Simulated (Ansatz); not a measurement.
System: KF (Pm-3m, No. 221, 2 atoms in the cell; start mp-8454; a measured phase of this formula has another space group). Method: HSE06 (Ansatz, an electronic-structure program, PAW).

Numerical settings: plane-wave cutoff 460 eV, 8×8×8 k mesh, Fermi–Dirac smearing 0.01 eV, scalar-relativistic PAW data made under PBE.

Cell (relaxed with PBEsol):

```yaml
crystal:
  lattice:
    - [3.17602, 0.00000, 0.00000]
    - [0.00000, 3.17602, 0.00000]
    - [0.00000, 0.00000, 3.17602]
  atoms:
    - { symbol: K, position: [0.00000, 0.00000, 0.00000] }
    - { symbol: F, position: [0.50000, 0.50000, 0.50000] }
```

### Question
What does this level give for the band gap and smallest direct gap on the k points sampled?

### Answer

* **band gap**: 8.94 eV (on the SCF k mesh) (indirect)
* **smallest direct gap on the k points sampled**: 8.97 eV

Note: cell and atoms aren't relaxed at this level (pressure 1.7 GPa).

Static lattice: no zero-point or thermal effects.

A start named mp-… is a Materials Project structure, which need not be a measured phase.
